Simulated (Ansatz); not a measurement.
# Si: energy against strain

Si (diamond, Fd-3m, 20.054 Å³/atom at rest) under an equal strain ε in the (001) plane with the normal axis free, as in a coherent film. PBEsol in Ansatz, a plane-wave DFT program (PAW, default set), 420 eV, 11×11×11 Γ-centred mesh, Fermi-Dirac smearing 0.05 eV; ions are relaxed within the symmetry of each cell.

Here s stands for strain and y for E less E0.

```
strain (%)  E less E0 (meV/atom)
----------  --------------------
-3.00                          ?
-1.50                       4.90
-1.00                       2.16
-0.50                       0.53
0.00                        0.00
0.50                        0.53
1.00                        2.09
1.50                        4.65
```

**Question.** Using a parabola, estimate the missing y at s = -3.00 from the other rows, showing the fit.

**Answer.** Least squares gives y = 0.000 - 0.0636·s + 2.1224·s². Residuals (row less fit): 0.029, -0.026, -0.032, 0.000, 0.031, 0.031, -0.030; standard error 0.037 (degrees of freedom: 4). Twice the quadratic coefficient over the volume, 2 × 2.1224 meV × 10⁴ × 0.1602 / 20.054 Å³, is twice the biaxial elastic modulus of this plane = 339 ± 3 GPa. At the withheld row, y = 0.000 - 0.0636 × (-3.0) + 2.1224 × (-3.0)² = 19.292 meV/atom. The calculation gives 20.16 meV/atom, 0.868 meV/atom above the prediction (4.3 % of the range of y in the table). The row lies outside the fitted rows, so this is an extrapolation. From the scatter of the fitted rows alone, a prediction at this place has a standard error of 0.141 meV/atom, so the miss is 6.2 times that.

One order more, fitted to all 13 runs of the series, follows each within 0.01, so the miss is the next term of a smooth law. Rows are the converged runs of the series near zero and its far end; series whose fitted rows scatter by over a few per cent of the range, as at a crossing or softening among them, aren't shown in this form. Most that stay on the fit to the last digits aren't either.
